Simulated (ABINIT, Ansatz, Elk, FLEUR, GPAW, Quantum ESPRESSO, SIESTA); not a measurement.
**Code comparison for FeNi3 (Pm-3m, 4 atoms in the cell)**

Self-consistent single point, at a second geometry (lattice scaled by 0.98). First geometry:

```yaml
crystal:
  lattice:
    - [3.51042, 0.00000, 0.00000]
    - [0.00000, 3.51042, 0.00000]
    - [0.00000, 0.00000, 3.51042]
  atoms:
    - { symbol: Fe, position: [0.00000, 0.00000, 0.00000], spin: 4.0 }
    - { symbol: Ni, position: [0.00000, 0.50000, 0.50000], spin: 2.0 }
    - { symbol: Ni, position: [0.50000, 0.00000, 0.50000], spin: 2.0 }
    - { symbol: Ni, position: [0.50000, 0.50000, 0.00000], spin: 2.0 }
```
(The spins are starting values, not results.)

Shared settings, as Ansatz (a first-principles code) writes them: kpoints.mp_grid.grid = 6 6 6; scf.occupations.method = fermi_dirac; scf.occupations.width = 0.0073 Ry. Potentials and cutoffs stand in the table.

```json
[
 {"code": "FLEUR", "model": "PBE, all-electron FLAPW (FLEUR), scalar-relativistic valence", "ΔF from the first geometry (meV/atom)": "54.2", "pressure (GPa)": "–", "size of the net moment (μB/atom)": "1.19", "cutoff": "Kmax 3.6 1/bohr"},
 {"code": "ABINIT", "model": "PBE, PAW (JTH v2.0 PBE PAW)", "ΔF from the first geometry (meV/atom)": "57.7", "pressure (GPa)": "11.59", "size of the net moment (μB/atom)": "1.20", "cutoff": "30 Ha"},
 {"code": "Elk", "model": "PBE, all-electron FP-LAPW, Elk's shipped species files, default APW+lo basis", "ΔF from the first geometry (meV/atom)": "51.0", "pressure (GPa)": "–", "size of the net moment (μB/atom)": "1.19", "cutoff": "default"},
 {"code": "GPAW", "model": "PBE, GPAW PAW datasets PBE (gpaw-data 1.0.1)", "ΔF from the first geometry (meV/atom)": "65.8", "pressure (GPa)": "25.22", "size of the net moment (μB/atom)": "1.20", "cutoff": "800 eV"},
 {"code": "Ansatz", "model": "PBE, default PAW files", "ΔF from the first geometry (meV/atom)": "54.8", "pressure (GPa)": "22.01", "size of the net moment (μB/atom)": "1.20", "cutoff": "30.9 Ry"},
 {"code": "SIESTA", "model": "GGA PBE, numerical atomic orbitals DZP, PseudoDojo PBE standard norm-conserving potentials (rewritten from UPF to PSML)", "ΔF from the first geometry (meV/atom)": "24.2", "pressure (GPa)": "11.80", "size of the net moment (μB/atom)": "1.21", "cutoff": "grid 350 Ry"},
 {"code": "Quantum ESPRESSO", "model": "PBE, PSlibrary PAW (PBE) pseudopotentials", "ΔF from the first geometry (meV/atom)": "58.5", "pressure (GPa)": "22.87", "size of the net moment (μB/atom)": "1.20", "cutoff": "55 Ry"}
]
```

For ABINIT (by 10.9 GPa) the energy change implies a higher mean pressure, against the two pressures, than for the other programs: a sign of finite-basis (Pulay) stress.

A dash marks a value that a program does not give, or that is left out as unsure.

On Ansatz's run: the magnetic order is the one reached from the typed start; others were not searched systematically.

The spread over the programs that give each value: ΔF from the first geometry within 41.6 meV/atom; pressure within 13.63 GPa; size of the net moment within 0.02 μB/atom.

SIESTA uses small atom-centred bases, whose incompleteness enters pressures, forces and empty levels differently from a plane-wave cutoff. FLEUR and Elk treat all electrons, but the usual bases taken here (sphere radii, linearisation, local orbitals, empty states) were not tested for convergence, so the values are no reference for the others. Ansatz's pressure is given at a fixed set of plane waves, as the other plane-wave codes print theirs; with its correction for the finite basis it is 22.09 GPa. In the pressure, ABINIT (by 10.85), GPAW (by 2.78) and SIESTA (by 10.64) lie more than 1 GPa from the median of the plane-wave programs.

The starting cell comes from a database of computed structures (which also holds hypothetical and non-ambient phases and stackings), without a prior relaxation at this level. For this run, on top of that: lattice scaled by 0.98.

Keys are those of Ansatz 0.2.
